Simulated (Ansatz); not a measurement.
**W under a change: isotropic strain −2.19 %**

Consider W in the bcc (W type) structure (space group Im-3m, No. 229; a = 3.1694 Å; relaxed with 0.1 eV smearing).

One thing is altered: every lattice vector is shortened by 2.19 %, atoms relaxed at fixed cell.

The values are results of r2SCAN/PAW in Ansatz (an electronic-structure program), no spin-orbit coupling, earlier PAW set, not measurements. k-mesh 29×29×29 (Γ-centred); smearing 0.1 eV (Fermi–Dirac).

- Volume per atom = 14.90 Å³ (base 15.92 Å³)
- Space group = Im-3m (No. 229) (base Im-3m (No. 229))
- Shortest interatomic distance = 268.5 pm (base 274.5 pm)
- Energy relative to the base (free energy F) = +73 meV/atom
- Pressure = 24.3 GPa (base 0.0 GPa)
- Band gap = zero (base zero)

No phonon test of stability was made. The final runs are not spin-polarised.
